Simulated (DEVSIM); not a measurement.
Structure: abrupt Si n-p junction, at 300 K.

```tsv
layer (left to right)	material	thickness (μm)	Nd (cm⁻³)	Na (cm⁻³)	τn (s)	τp (s)
1	Si	4.00	1.1e16	-	1.5e-7	1.5e-7
2	Si	44.0	-	2e16	1.5e-7	1.5e-7
```

Left contact: ohmic. Right contact: ohmic. Voltage is applied to the left contact. Recombination: SRH at mid-gap, Auger. Mobility is μmin + (μ − μmin)/(1 + (N/Nref)^α).

This is a model device: material constants are rounded textbook-type values typed into the input, and sizes, dopings and lifetimes were drawn at random. Values at 300 K.

| parameter | Si |
|---|---|
| gap (eV) | 1.124 |
| affinity (eV) | 4.05 |
| permittivity | 11.7 |
| Nc (cm⁻³) | 2.86e19 |
| Nv (cm⁻³) | 3.1e19 |
| μn (cm²/Vs) | 1417 |
| μp (cm²/Vs) | 470 |
| μn,min | 52 |
| μp,min | 45 |
| Nref,n | 9.7e16 |
| Nref,p | 2.2e17 |
| αn | 0.68 |
| αp | 0.72 |
| Cn (cm⁶/s) | 2.8e-31 |
| Cp (cm⁶/s) | 9.9e-32 |

Simulated with DEVSIM: 1D drift-diffusion, Boltzmann statistics, complete ionisation; no tunnelling, impact ionisation, image-force lowering or self-heating.

The doping Na of layer 2 was swept, all else fixed.

| doping Na of layer 2 (cm^-3) | potential step across the device at zero bias (V) | dark forward voltage at 100 A/cm² (V) | dark forward voltage at 1 A/cm² (V) | largest field in the device at zero bias (V/cm) |
|---|---|---|---|---|
| 6e14 | 0.640 | 1.204 | 0.591 | 11000 |
| 2e15 | 0.671 | 1.071 | 0.595 | 18000 |
| 6e15 | 0.700 | 0.988 | 0.604 | 28000 |
| 2e16 | 0.731 | 0.917 | 0.612 | 39000 |
| 6e16 | 0.759 | (withheld) | 0.614 | (withheld) |
| 2e17 | 0.790 | 0.798 | 0.614 | 50000 |
| 6e17 | 0.819 | 0.775 | 0.614 | 60000 |

Task: Some entries are withheld; supply them.

Result: 
- 6e16, dark forward voltage at 100 A/cm² (V): 0.853
- 6e16, largest field in the device at zero bias (V/cm): 45000
